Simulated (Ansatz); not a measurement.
# Effect of isotropic strain −2.00 % on AlN

The parent structure is AlN in the zinc blende structure (space group F-43m, No. 216; a = 4.403 Å).

It is then changed as follows: the cell is scaled by 0.9800 in all directions, atoms relaxed at fixed cell.

All numbers come from Kohn–Sham DFT with the PBE functional, run in Ansatz (a quantum-chemistry and plane-wave program) with PAW and 420 eV plane waves, without spin-orbit coupling. Settings: 13×13×13 k-points, 0.05 eV Fermi–Dirac smearing.

```tsv
quantity	base	changed	shift
volume per atom	10.67 Å³	10.04 Å³	-0.63 Å³
space group	F-43m (No. 216)	F-43m (No. 216)	–
shortest interatomic distance	1.907 Å	1.868 Å	-0.0381 Å
energy relative to the base (free energy F)	0 meV/atom	+25 meV/atom	+25 meV/atom
pressure	0.00 GPa	13.14 GPa	+13.14 GPa
band gap	3.31 eV	3.34 eV	+0.03 eV
gap character	indirect, Γ → X	indirect, Γ → X	–
smallest direct gap	3.98 eV	4.51 eV	+0.536 eV
mean gap deformation potential ΔEg/Δln V	–	-0.5 eV	–
electron mass	0.53 mₑ along k, 0.33 mₑ across (at X)	0.52 mₑ along k, 0.32 mₑ across (at X)	–
valley order (the lowest conduction-band minima on the path, energy above the VBM, named in the base's zone)	X along ⟨100⟩ 3.31 eV; Γ 3.98 eV	X along ⟨100⟩ 3.34 eV; Γ 4.51 eV	–
```

Final structure:

```yaml
crystal:
  lattice:
    - [0.00000, 2.15756, 2.15756]
    - [2.15756, 0.00000, 2.15756]
    - [2.15756, 2.15756, 0.00000]
  atoms:
    - { symbol: Al, position: [0.00000, 0.00000, 0.00000] }
    - { symbol: N, position: [0.25000, 0.25000, 0.25000] }
```

Masses are band curvatures over ±0.01 Å⁻¹ around the edge. Along k means along the line from Γ to the band edge. Stability against distortions was not tested. This is not the structure that AlN has at room temperature and ambient pressure.
